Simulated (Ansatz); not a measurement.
We consider L1₂ (Cu3Au-type) Ni3Fe, described by PBEsol (plane waves, PAW; Ansatz, a first-principles code).

Numerical settings: plane-wave cutoff 520 eV, 18×18×18 k mesh, Fermi–Dirac smearing 0.043 eV (set by the program), spin-polarised with parallel moments, scalar-relativistic PAW data made under PBE.

Computed at the level's own relaxed cell.

Elastic tensor (GPa, Voigt notation, ions relaxed):

```
  316.6   178.5   178.5     0.0     0.0     0.0
  178.5   316.6   178.5     0.0     0.0     0.0
  178.5   178.5   316.6     0.0     0.0     0.0
    0.0     0.0     0.0   148.9     0.0     0.0
    0.0     0.0     0.0     0.0   148.9     0.0
    0.0     0.0     0.0     0.0     0.0   148.9
```

Work out the Voigt, Reuss and Hill averages of the bulk and shear moduli, Young's modulus and Poisson's ratio from the printed constants.

K_V = [C11 + C22 + C33 + 2(C12 + C13 + C23)]/9 = [949.8 + 2 × 535.5]/9 = 224.5 GPa. G_V = [949.8 − 535.5 + 3 × 446.7]/15 = 117.0 GPa. From the compliances S = C⁻¹, K_R = 224.5 and G_R = 101.8 GPa. Hill means: K = 224.5, G = 109.4 GPa. E = 9KG/(3K + G) = 282 GPa, ν = (3K − 2G)/(6K + 2G) = 0.29, K/G = 2.05.

Computed values are for the static lattice.
